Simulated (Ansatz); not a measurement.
**ScSi (model structure, started from the CsCl type, Pm-3m, No. 221, 2 atoms in the cell): properties by level of theory**

```
level (code)     equilibrium lattice constant a (Å)  bulk modulus B0 (GPa)  cohesive energy (eV/atom)
---------------  ----------------------------------  ---------------------  -------------------------
LDA (Ansatz)                                  3.248             (withheld)                       5.59
PBEsol (Ansatz)                               3.281             (withheld)                       5.22
r²SCAN (Ansatz)                               3.320             (withheld)                       4.72
```

**Question.** Complete the blanks.

**Answer.** 
- LDA (Ansatz, an electronic-structure program), bulk modulus B0 (GPa): 96.7
- PBEsol (Ansatz), bulk modulus B0 (GPa): 91.3
- r²SCAN (Ansatz), bulk modulus B0 (GPa): 87.4

Caveats: the bulk modulus is −V dP/dV from two relaxed cells at ±2 % in volume (LDA, PBEsol, r²SCAN). Ansatz's density-functional and Hartree–Fock values are scalar-relativistic unless marked +SOC, with PAW data made under PBE.

The crystal itself was run without spin with LDA, PBEsol, r²SCAN; a magnetic state was not tried in these runs.

Free atoms are spin-polarised, in the lowest state found; at levels without +SOC their spin–orbit coupling is left out.

A model structure was made by putting elements into a prototype or built by hand; it is no filed structure, need not be a known phase, and can be a saddle point held by its symmetry.
